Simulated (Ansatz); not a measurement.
A computed series for SnS2: response to strain

The reference is SnS$_{2}$ in the CdI2 type structure (space group P-3m1, No. 164; layered, stacked along the Cartesian z axis).

```xyz
3
Lattice="3.6260 0.0000 0.0000 -1.8130 3.1402 0.0000 0.0000 0.0000 5.5735" Properties=species:S:1:pos:R:3 pbc="T T T"
Sn     0.0000     0.0000     0.0000
S      0.0000     2.0935     1.4737
S      1.8130     1.0467     4.0998
```

Cartesian axes are those of the cell as printed.

Strains are applied to the cell and any free atomic positions relax; under biaxial strain the out-of-plane vector relaxes too.

All numbers come from plane-wave PAW DFT at the PBEsol-D3(BJ) level (Ansatz, a program for electronic structure, 420 eV), scalar-relativistic without spin-orbit coupling, earlier PAW set.

Notes on the quantities. pressure: mean of the normal stresses, compression positive.

```csv
change,smallest direct gap,pressure,band gap
base,1.58 eV,0.00 GPa,0.96 eV
"biaxial strain −4.92 %, plane normal [001], relaxed out of plane",1.81 eV,6.35 GPa,1.05 eV
"biaxial strain −4.91 %, plane normal [001], relaxed out of plane",1.81 eV,6.34 GPa,1.06 eV
"biaxial strain −2.67 %, plane normal [001], relaxed out of plane",?,?,?
"biaxial strain +0.57 %, plane normal [001], relaxed out of plane",1.42 eV,-0.56 GPa,0.91 eV
"biaxial strain +1.06 %, plane normal [001], relaxed out of plane",1.29 eV,-1.03 GPa,0.86 eV
isotropic strain −0.67 %,1.67 eV,1.15 GPa,0.94 eV
isotropic strain +0.35 %,1.53 eV,-0.54 GPa,0.97 eV
uniaxial strain ε_zz = +3.53 %,1.81 eV,-0.78 GPa,1.18 eV
```

Question: Some entries are withheld; estimate them.

Answer: 
- biaxial strain −2.67 %, plane normal [001], relaxed out of plane, smallest direct gap: 1.89 eV
- biaxial strain −2.67 %, plane normal [001], relaxed out of plane, pressure: 3.10 GPa
- biaxial strain −2.67 %, plane normal [001], relaxed out of plane, band gap: 1.19 eV

Whether these cells are dynamically stable was not tested.
